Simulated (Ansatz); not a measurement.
**Response to strain in HgTe**

Start from HgTe in the zinc blende structure (space group F-43m, No. 216; a = 6.5098 Å).

Strains are applied to the cell and any free atomic positions relax.

Method: Ansatz (a quantum-chemistry and plane-wave program) PBEsol, no spin-orbit coupling.

Candidates:
(a) isotropic strain +3.00 %
(b) isotropic strain −1.00 %
(c) isotropic strain −2.50 %
(d) isotropic strain −3.00 %

Notes on the quantities. energy relative to the base: free energy F.

**Question.** Order them by energy relative to the base, lowest first.

**Answer.** (b) isotropic strain −1.00 % (+4.3 meV/atom), (c) isotropic strain −2.50 % (+28 meV/atom), (a) isotropic strain +3.00 % (+32 meV/atom), (d) isotropic strain −3.00 % (+42 meV/atom)

A case with no gap was solved on a k-mesh chosen for an insulator, which is coarse for it. No phonon test of stability was made. All final runs are without spin polarisation.
